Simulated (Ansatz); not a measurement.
```
CELL_PARAMETERS angstrom
      0.00000     2.34965     2.34965
      2.34965     0.00000     2.34965
      2.34965     2.34965     0.00000
ATOMIC_POSITIONS crystal
  Y  0.00000 0.00000 0.00000
  N  0.50000 0.50000 0.50000
```

No spin polarisation.

Level of theory: LDA in Ansatz (plane waves to 420 eV, PAW, without spin-orbit coupling). Settings: 12×12×12 k-points, 0.05 eV Fermi–Dirac smearing.

What band gap does the calculation give?

Zero.

What pressure does the calculation give?

16.2 GPa.

The mesh was chosen for an insulator and is coarse for the gapless case. The cells carry an imposed strain or load. No phonon test of stability was made. The final runs are not spin-polarised. The cell was made from YN in the rock salt structure (space group Fm-3m, No. 225) by this change: isotropic strain −2.50 %. A zero or small gap of YN can be the functional's error rather than a property of the material.

Ansatz is a quantum-chemistry and plane-wave program.
